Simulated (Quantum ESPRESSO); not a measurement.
Troubleshooting Quantum ESPRESSO: a failed run on Lu (P6_3/mmc, 2 atoms in the cell). The aim is a zone-centre phonon calculation with DFT, PBE, plane waves, PSlibrary PAW (PBE) pseudopotentials.

The self-consistent step had converged with these keywords: prefix = (default); ecutwfc = 50 Ry; ecutrho = 400 Ry; occupations = smearing; smearing = cold; degauss = 0.019992 Ry; potentials = {Lu: Lu.pbe-spdn-kjpaw_psl.1.0.0.UPF}; K_POINTS = automatic 7 7 4 0 0 0; conv_thr = 1e-10 Ry; mixing_beta = 0.3. The next shown step is ph.x.

The input file:

```fortran
phonons at the zone centre
&INPUTPH
    outdir = './tmp',
    tr2_ph = 1.0d-14,
    fildyn = 'dyn.G',
    epsil = .true.,
/
0.0 0.0 0.0
```

The program printed (abridged):

```
     Reading xml data from directory:

     ./tmp/pwscf.save/
     file Lu.pbe-spdn-kjpaw_psl.1.0.0.UPF: wavefunction(s)  5S 5P 5D renormalized

     G-vector sticks info
     --------------------
     sticks:   dense  smooth     PW     G-vecs:    dense   smooth      PW
     Sum        1213     595    187                53021    18725    3007

     Reading collected, re-writing distributed wavefunctions in ./tmp/

 %%%%%%%%%%%%%%%%%%%%%%%%%%%%%%%%%%%%%%%%%%%%%%%%%%%%%%%%%%%%%%%%%%%%%%%%%%%%%%
     Error in routine phq_readin (1):
     no elec. field with metals
 %%%%%%%%%%%%%%%%%%%%%%%%%%%%%%%%%%%%%%%%%%%%%%%%%%%%%%%%%%%%%%%%%%%%%%%%%%%%%%

     stopping ...
```

**Question.** Read the log: what does the program object to, and what is the fix?

**Answer.** The fault is the dielectric response asked with smeared occupations. The response to a homogeneous field is defined for insulators with fixed occupations. To fix it, drop the request, or use fixed occupations in an insulator. The program stopped in the step ph.x before computing anything there.

On the sound input: the starting cell comes from a database of computed structures (which also holds hypothetical and non-ambient phases and stackings), without a prior relaxation at this level.
